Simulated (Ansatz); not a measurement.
**Pressure series in YN**

The parent structure is YN in the rock salt structure (space group Fm-3m, No. 225).

```
YN
1.0
    0.00000     2.44783     2.44783
    2.44783     0.00000     2.44783
    2.44783     2.44783     0.00000
N Y
1 1
Cartesian
  0.00000   0.00000   0.00000
  2.44783   2.44783   2.44783
```

Cell and atoms are relaxed at each pressure.

Calculations: r2SCAN (Ansatz, a first-principles code; PAW; 500 eV plane waves; no SOC).

```json
[
 {"change": "base", "band gap": "0.58 eV", "smallest direct gap": "0.98 eV", "width of the top valence band": "2.28 eV"},
 {"change": "pressure −2 GPa", "band gap": "0.60 eV", "smallest direct gap": "1.01 eV", "width of the top valence band": "2.25 eV"},
 {"change": "pressure −1 GPa", "band gap": "0.59 eV", "smallest direct gap": "1.00 eV", "width of the top valence band": "2.27 eV"},
 {"change": "pressure 3 GPa", "band gap": "0.55 eV", "smallest direct gap": "0.94 eV", "width of the top valence band": "2.33 eV"},
 {"change": "pressure 7 GPa", "band gap": "?", "smallest direct gap": "?", "width of the top valence band": "?"},
 {"change": "pressure 15 GPa", "band gap": "0.44 eV", "smallest direct gap": "0.77 eV", "width of the top valence band": "2.51 eV"},
 {"change": "pressure 30 GPa", "band gap": "0.31 eV", "smallest direct gap": "0.56 eV", "width of the top valence band": "2.69 eV"},
 {"change": "pressure 50 GPa", "band gap": "0.16 eV", "smallest direct gap": "0.31 eV", "width of the top valence band": "2.91 eV"},
 {"change": "pressure 75 GPa", "band gap": "zero", "smallest direct gap": "–", "width of the top valence band": "–"},
 {"change": "pressure 100 GPa", "band gap": "zero", "smallest direct gap": "–", "width of the top valence band": "–"}
]
```

Problem. Complete the table.

Solution. 
- pressure 7 GPa, band gap: 0.51 eV
- pressure 7 GPa, smallest direct gap: 0.88 eV
- pressure 7 GPa, width of the top valence band: 2.39 eV

A case with no gap was solved on a k-mesh chosen for an insulator, which is coarse for it. Load acts through the strain it causes; cell and atoms are relaxed under it. No phonon test of stability was made. No other phases were tried under pressure. The final runs are not spin-polarised. A zero or small gap of YN under pressure 50 GPa, YN under pressure 75 GPa and YN under pressure 100 GPa can be the functional's error rather than a property of the material.
